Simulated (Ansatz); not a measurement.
The reference is MoS₂ in the 2H-MoS2 type structure (space group P6_3/mmc, No. 194; layered, stacked along the Cartesian z axis).

MoS2 is modelled in the hexagonal space group P6₃/mmc (No. 194), Pearson symbol hP6. Conventional cell: a = 3.1090 Å, b = 3.1090 Å, c = 11.7088 Å, α = 90.00°, β = 90.00°, γ = 120.00°. Mo on 2c sees 6 S at 2.380 Å (trigonal prismatic). S on 4f has 3 Mo at 2.380 Å (trigonal pyramidal). (Neighbours: up to the widest gap in distance over summed covalent radii, below 1.35, at either atom; cation-cation and far metal-metal contacts left out.)

Computed with plane-wave PAW DFT at the PBEsol-D3(BJ) level (Ansatz, a first-principles code, 420 eV), no SOC.

One change was made to it. Results:

| quantity | base | after |
|---|---|---|
| lattice parameter a | 3.109 Å | 3.085 Å |
| band gap | 0.52 eV | 0.35 eV |

Name the change that was made.
A) pressure 30 GPa
B) pressure 3 GPa
C) pressure 75 GPa
D) pressure 15 GPa

B, pressure 3 GPa. For comparison, the band gap in the other runs: pressure 30 GPa gives zero; pressure 15 GPa gives zero; pressure 75 GPa gives zero.

The mesh was chosen for an insulator and is coarse for the gapless case. Load acts through the strain it causes; cell and atoms are relaxed under it. No phonon test of stability was made. No other phases were tried under pressure. All final runs are without spin polarisation. The zero or small gap of MoS2 under pressure 30 GPa and MoS2 under pressure 15 GPa can change with the level of theory.
